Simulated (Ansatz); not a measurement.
System: AlZnInO₄ (model structure, started from the InGaZnO4 type, R3m, No. 160, 7 atoms in the cell). Method: HSE06+SOC (Ansatz, a first-principles code, PAW).

Settings: plane-wave cutoff 460 eV, 8×8×8 k mesh, Fermi–Dirac smearing 0.01 eV, PAW data made under PBE.

Cell (relaxed with PBEsol):

```yaml
crystal:
  lattice:
    - [1.62801, 0.93993, 8.53880]
    - [-1.62801, 0.93993, 8.53880]
    - [0.00000, -1.87987, 8.53880]
  atoms:
    - { symbol: In, position: [0.99572, 0.99572, 0.99572] }
    - { symbol: Al, position: [0.21280, 0.21280, 0.21280] }
    - { symbol: Zn, position: [0.78162, 0.78162, 0.78162] }
    - { symbol: O, position: [0.13915, 0.13915, 0.13915] }
    - { symbol: O, position: [0.87950, 0.87950, 0.87950] }
    - { symbol: O, position: [0.28617, 0.28617, 0.28617] }
    - { symbol: O, position: [0.70505, 0.70505, 0.70505] }
```

### Question
Estimate the band gap and smallest direct gap on the k points sampled that the calculation returns.

### Answer

band gap: 3.61 eV (on the SCF k mesh)
smallest direct gap on the k points sampled: 3.62 eV

Note: the relaxation could raise the start's symmetry but not lower it, so the cell can be a saddle point; cell and atoms aren't relaxed at this level (largest force component 0.25 eV/Å, pressure -0.6 GPa).

Static lattice: no zero-point or thermal effects.

A model structure was made by putting elements into a prototype or built by hand; it is no filed structure, need not be a known phase, and can be a saddle point held by its symmetry.
